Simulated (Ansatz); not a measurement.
B20 (FeSi-type) FeGe was calculated with PBEsol in Ansatz (plane waves, PAW).

Numerical settings: plane-wave cutoff 500 eV, 8×8×8 k mesh, Fermi–Dirac smearing 0.05 eV, spin-polarised with parallel moments, scalar-relativistic PAW data made under PBE.

Computed at the level's own relaxed cell.

Give the computed volume per atom, equilibrium lattice constant a and magnetic moment (largest site, within a sphere).


* **volume per atom**: 12.14 Å³/atom
* **equilibrium lattice constant a**: 4.597 Å
* **magnetic moment (largest site, within a sphere)**: 1.09 μB

Measured, for comparison: equilibrium volume per atom 12.97 Å³/atom (295 K, no zero-point or thermal correction; as tabulated in Wilhelm et al. (2007), arXiv:cond-mat/0703031); lattice constant a 4.699 Å (295 K, no zero-point or thermal correction, our sources range from 4.689 to 4.699; as tabulated in Wilhelm et al. (2007), arXiv:cond-mat/0703031). Computed (rounded) less measured: equilibrium volume per atom -6.4 %, lattice constant a -2.2 % (-2.0 % to -2.2 % over the range).

Note: the collinear magnetic order is the start's and need not be the measured one.

Moments are spin moments.

Static lattice: no zero-point or thermal effects.

Cost on a shared machine: very roughly 5 core-minutes.

Ansatz is an electronic-structure program.
